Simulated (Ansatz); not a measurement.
# WSe2 (P-6m2, No. 187, 3 atoms in the cell; start mp-1023936; a measured phase of this formula has another space group)

Calculation: PBEsol (plane waves, PAW; Ansatz, an electronic-structure program).

Numerical settings: plane-wave cutoff 500 eV, 18×18×1 k mesh (along the axes of the cell as run), gaussian smearing 0.02 eV, no spin polarisation, scalar-relativistic PAW data made under PBE.

Cell (relaxed at this level):

```
CELL_PARAMETERS angstrom
      3.26992     0.00000     0.00000
     -1.63496     2.83183     0.00000
      0.00000     0.00000    16.65038
ATOMIC_POSITIONS crystal
  W  0.00000 0.00000 0.00000
  Se 0.33333 0.66667 0.10047
  Se 0.33333 0.66667 0.89953
```

```json
{
  "band_gap": "1.69 eV (on the SCF k mesh)"
}
```

Note: the relaxation could not lower the start's symmetry, so the cell can be a saddle point above a distorted one; the cell has widely spaced layers and the level no dispersion term, so their spacing and the moduli can rest on weak binding.

Spin–orbit coupling is not included.

The computed numbers hold no vibrational or temperature effects.

It cost around 100 core-seconds (rough) of CPU time.

A start named mp-… is a Materials Project structure, which need not be a measured phase.
